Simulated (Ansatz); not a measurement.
## Hypothetical P6_3/mmc HgI2, response to strain

The reference is HgI2 in the 2H-MoS2 type structure (space group P6_3/mmc, No. 194; a hypothetical phase, not in the database extracts checked).

```
CELL_PARAMETERS angstrom
      4.15456     0.00000     0.00000
     -2.07728     3.59795     0.00000
      0.00000     0.00000    14.39252
ATOMIC_POSITIONS crystal
  Hg 0.33333 0.66667 0.25000
  Hg 0.66667 0.33333 0.75000
  I  0.33333 0.66667 0.61748
  I  0.66667 0.33333 0.11748
  I  0.66667 0.33333 0.38252
  I  0.33333 0.66667 0.88252
```

Cartesian axes are those of the cell as printed.

Strains are applied to the cell and any free atomic positions relax; under biaxial strain the out-of-plane vector relaxes too.

Computed with r2SCAN+rVV10 in Ansatz (plane waves to 500 eV, PAW, scalar-relativistic without spin-orbit coupling).

| case | smallest direct gap | volume per atom | width of the top valence band |
|---|---|---|---|
| base | 0.75 eV | 35.86 Å³ | 0.53 eV |
| biaxial strain −1.14 %, plane normal [001], relaxed out of plane | 0.76 eV | 35.24 Å³ | 0.53 eV |
| biaxial strain −0.82 %, plane normal [001], relaxed out of plane | 0.76 eV | 35.42 Å³ | 0.52 eV |
| biaxial strain +3.37 %, plane normal [001], relaxed out of plane | 0.67 eV | 37.66 Å³ | 0.57 eV |
| biaxial strain +3.47 %, plane normal [001], relaxed out of plane | 0.67 eV | 37.71 Å³ | 0.57 eV |
| isotropic strain −4.21 % | … | 31.52 Å³ | … |
| isotropic strain +1.40 % | 0.82 eV | 37.38 Å³ | 0.44 eV |
| isotropic strain +4.21 % | 0.91 eV | 40.58 Å³ | 0.38 eV |

Task: Some entries are withheld; estimate them.

Result: 
- isotropic strain −4.21 %, smallest direct gap: 0.43 eV
- isotropic strain −4.21 %, width of the top valence band: 0.94 eV

With Hg and I present, leaving out spin-orbit coupling can change the band edges. Whether these cells are dynamically stable was not tested.

Ansatz is a quantum-chemistry and plane-wave program.
